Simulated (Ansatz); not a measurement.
A relaxation of cell and atoms of Au4In6Rb (P-6m2, 11 atoms in the cell) with Ansatz (an electronic-structure program).

Computed with PBEsol, default PAW files made with PBE (plane waves; Ansatz).

```xyz
11
Lattice="8.0788 0.0000 0.0000 -4.0394 6.9964 0.0000 0.0000 0.0000 4.4857" Properties=species:S:1:pos:R:3 pbc="T T T"
Au     0.0000     4.6643     0.0000
Au     5.5714     1.4476     2.2428
Au     2.5074     1.4476     2.2428
Au     4.0394     4.1012     2.2428
In    -1.6582     5.6216     2.2428
In     1.6582     5.6216     2.2428
In     0.0000     2.7496     2.2428
In     2.4400     3.2556     0.0000
In     5.6388     3.2556     0.0000
In     4.0394     0.4853     0.0000
Rb     0.0000     0.0000     0.0000
```

Reference input (self-consistent single point, DFT, PBEsol, plane waves, default PAW files made with PBE): kpoints.mp_grid.grid = 4 4 6; hamiltonian.xc = pbesol; hamiltonian.pseudopotentials = {kind: paw} (the program's default PAW files); scf.occupations.method = gaussian; scf.occupations.width = 0.272 eV. This run's input differs from it in these lines:

Ansatz 0.2 input:
```diff
@@ -18,2 +18,4 @@
     - { symbol: Rb, position: [0.000000, 0.000000, 0.000000] }
+basis:
+  ecutwfc: 590.0
 kpoints:
@@ -25,2 +27,4 @@
   occupations: { method: gaussian, width: 0.272 }
+relax:
+  cell: {}
 output:
```

Output (repeated stretches shortened):

```
   [... SCF lines of the steps left out ...]
relax step   1: F+E_penalty+E_count = -88400.90733793 eV  Δ(F+E_penalty+E_count) = +0.000e0 eV  max|allowed force component| = 5.289e-2 eV/Å  Δτ_max = 0.0000 Å  P = -0.011 GPa  Ω = 253.545 Å³  (9 SCF iters, dr2 threshold 1.00e-7 eV, accepted)
relax step   2: F+E_penalty+E_count = -88400.90939061 eV  Δ(F+E_penalty+E_count) = -2.053e-3 eV  max|allowed force component| = 3.708e-2 eV/Å  Δτ_max = 0.0104 Å  P = +0.085 GPa  Ω = 253.349 Å³  energy of the carried Pulay correction = +7.485e-6 eV  [...]
relax step   3: F+E_penalty+E_count = -88400.91000855 eV  Δ(F+E_penalty+E_count) = -6.179e-4 eV  max|allowed force component| = 7.027e-3 eV/Å  Δτ_max = 0.0038 Å  P = -0.000 GPa  Ω = 253.618 Å³  energy of the carried Pulay correction = -2.790e-6 eV  [...]
relax step   4: F+E_penalty+E_count = -88400.91001020 eV  Δ(F+E_penalty+E_count) = -1.654e-6 eV  max|allowed force component| = 7.007e-3 eV/Å  Δτ_max = 0.0000 Å  P = -0.000 GPa  Ω = 253.618 Å³  stress off target by 2.73e-2 GPa  SCF on the basis [...]
basis re-selected at this cell: Δ(F+E_penalty+E_count) = -1.654e-6 eV, ΔP = +0.000 GPa vs the last step
the relaxation is at rest under the 12 symmetry operations that the run kept from its start: a minimum is not shown …
Free energy (F): -88400.910010 eV
Internal energy: -88400.770858 eV  (E = F + TS)
E sigma→0 (E₀):  -88400.840434 eV
Entropy (-TS):   -0.139152 eV (-12.650 meV/atom)
Fermi energy:    12.744279 eV
--- Forces (eV/Å), atoms counted from 1 ---
  atom   1  Au     0.00000000     0.00000000     0.00000000
   [... lines left out ...]
  cell:  # Å, volume = 253.6179 Å³
   [... lines left out ...]
    - { symbol: In, position: [0.19688301554438276, 0.39376603108876557, 0.49999999999999994] }
    - { symbol: In, position: [0.5342210802658138, 0.4657789197341861, 0.0] }
    - { symbol: In, position: [0.9315578394683721, 0.4657789197341861, 0.0] }
    - { symbol: In, position: [0.5342210802658138, 0.06844216053162772, 0.0] }
    - { symbol: Rb, position: [1.428118490040847e-17, 8.574971780239158e-18, 0.0] }
```

The run converged. 

Summary of the result:
Free energy E − TS (on the zero of these files): -88400.9100 eV
Fermi level (on the code's own zero): 12.74 eV
Pressure: 0.00 GPa
Largest force (vector length): 0.007 eV/Å
Final cell: a = 8.0970 Å, b = 8.0970 Å, c = 4.4668 Å, α = 90.00°, β = 90.00°, γ = 120.00°
Final volume per atom: 23.06 Å³
Relaxation steps: 4

The starting cell comes from a database of published, mostly measured structures (it also holds non-ambient and calculated ones), without a prior relaxation at this level. The relaxation keeps the symmetry of its start, so its end need not be a minimum. Ansatz's pressure includes its estimate of the finite-basis (Pulay) stress.

Cost on one core of a shared machine: roughly 3 min.
